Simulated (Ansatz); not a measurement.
The reference is Rh in the fcc (Cu type) structure (space group Fm-3m, No. 225; relaxed with 0.1 eV smearing).

```
CELL_PARAMETERS angstrom
      0.00000     1.89079     1.89079
      1.89079     0.00000     1.89079
      1.89079     1.89079     0.00000
ATOMIC_POSITIONS crystal
  Rh 0.00000 0.00000 0.00000
```

Cartesian axes are those of the cell as printed.

Level of theory: PBEsol in Ansatz (plane waves to 420 eV, PAW, no spin-orbit coupling).

Strains are applied to the cell and any free atomic positions relax.

One change was made to it. Results:

```tsv
quantity	base	after
pressure (mean of the normal stresses, compression positive)	0.0 GPa	0.4 GPa
energy relative to the base (free energy F)	0 meV/atom	+10 meV/atom
```

Q: What was done to the base?
A. tensor shear ε_xy = +2.00 %
B. tensor shear ε_xy = +1.71 %
C. tensor shear ε_xy = +0.86 %

A: B, tensor shear ε_xy = +1.71 %. For comparison, the energy relative to the base in the other runs: tensor shear ε_xy = +2.00 % gives +14 meV/atom; tensor shear ε_xy = +0.86 % gives +2.6 meV/atom.

Whether these cells are dynamically stable was not tested. The final runs are not spin-polarised.

Ansatz is a quantum-chemistry and plane-wave program.
